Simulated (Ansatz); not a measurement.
Functionals compared on the (331) surface of silicon in its 1x1 cell, relaxed from an ideal cut (the real face may reconstruct), outermost plane spacing 0.31 Å in the ideal cut, in Ansatz (plane waves, PAW). The structure was relaxed with PBE; the other rows are single points on it, each with its references at the same level. Cutoff 420 eV (500 eV for r2SCAN).

Set-up: 20 atoms, 11.6 Å thick at the start; mesh 7x3x1; 0.025 eV smearing; dipole correction on; all atoms relaxed; held to the part of the start's symmetry that mesh and held atoms allow; no spin (no spin-polarised run to compare, though such a face may carry moments), no spin-orbit, no U. The slab shows no gap on its mesh. These notes are the PBE run's.

| functional | surface energy (J/m²) | work function of the top face (eV) | ionisation potential (eV) | rough cost of the single point |
|---|---|---|---|---|
| PBE | 1.56 | 4.72 | 4.80 | – |
| LDA | [?] | [?] | [?] | roughly 40 core-seconds |
| PBEsol | 1.63 | 4.75 | 4.80 | very roughly 30 core-seconds |
| RPBE | 1.49 | 4.65 | 4.75 | roughly 40 core-seconds |
| r2SCAN | 1.76 | 4.84 | 4.98 | roughly 70 core-seconds |

**Question.** Fill in the missing entries.

**Answer.** 
- LDA, surface energy (J/m²): 1.69
- LDA, work function of the top face (eV): 4.88
- LDA, ionisation potential (eV): 4.94

Ansatz is a program for electronic structure.
